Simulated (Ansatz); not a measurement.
SbSBr (model structure, started from the BiTeI type, P3m1, No. 156, 3 atoms in the cell), treated with LDA (PAW; Ansatz, a first-principles code).

Settings: plane-wave cutoff 520 eV, 12×12×6 k mesh (along the axes of the cell as run), Fermi–Dirac smearing 0.01 eV, scalar-relativistic PAW data made under PBE.

Cell (relaxed with PBE-D3(BJ)):

BrSSb is taken in the trigonal space group P3m1 (No. 156), Pearson symbol hP3. Cell: a = 3.9346 Å, b = 3.9346 Å, c = 6.2093 Å, α = 90.00°, β = 90.00°, γ = 120.00°. Sb on 1a is coordinated by 3 S at 2.664 Å and 3 Br at 2.991 Å (octahedral). S on 1c sees 3 Sb at 2.664 Å (trigonal pyramidal). Br on 1b has 3 Sb at 2.991 Å (trigonal pyramidal). (Neighbours: up to the widest gap in distance over summed covalent radii, below 1.35, at either atom.)

Q: Predict the band gap, smallest direct gap on the k points sampled and direct gap at Γ.

A: 
band gap: 1.17 eV
smallest direct gap on the k points sampled: 1.30 eV
direct gap at Γ: 2.34 eV

Note: the relaxation could raise the start's symmetry but not lower it, so the cell can be a saddle point; cell and atoms aren't relaxed at this level (pressure -2.0 GPa).

Spin–orbit coupling is not included.

Static lattice: no zero-point or thermal effects.

A model structure was made by putting elements into a prototype or built by hand; it is no filed structure, need not be a known phase, and can be a saddle point held by its symmetry.
